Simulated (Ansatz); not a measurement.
Results of LDA (plane waves, PAW; Ansatz, a program for electronic structure) for L1₂ (Cu3Au-type) Pt₃Ti.

Numerical settings: plane-wave cutoff 500 eV, 14×14×14 k mesh, Fermi–Dirac smearing 0.1 eV, no spin polarisation, scalar-relativistic PAW data made under PBE.

Computed at the level's own relaxed cell.

Question: Estimate the equilibrium volume per atom and equilibrium lattice constant a that the calculation returns.

Answer: 
- equilibrium volume per atom = 14.53 Å³/atom
- equilibrium lattice constant a = 3.873 Å

Measured, for comparison: equilibrium volume per atom 15.01 Å³/atom, lattice constant a 3.916 Å (temperature not stated, no zero-point or thermal correction; as tabulated in Molecular Dynamics Simulations of PtTi High-Temperature Shape Memory Alloys …). Computed (rounded) less measured: equilibrium volume per atom -3.2 %, lattice constant a -1.1 %. A static lattice is as a rule a little smaller and stiffer than an uncorrected measurement, which narrows the difference in the lattice constant a and would widen misses of the other sign.

Spin–orbit coupling is not included.

Computed values are for the static lattice.

Cost on a shared machine: roughly 40 core-seconds.
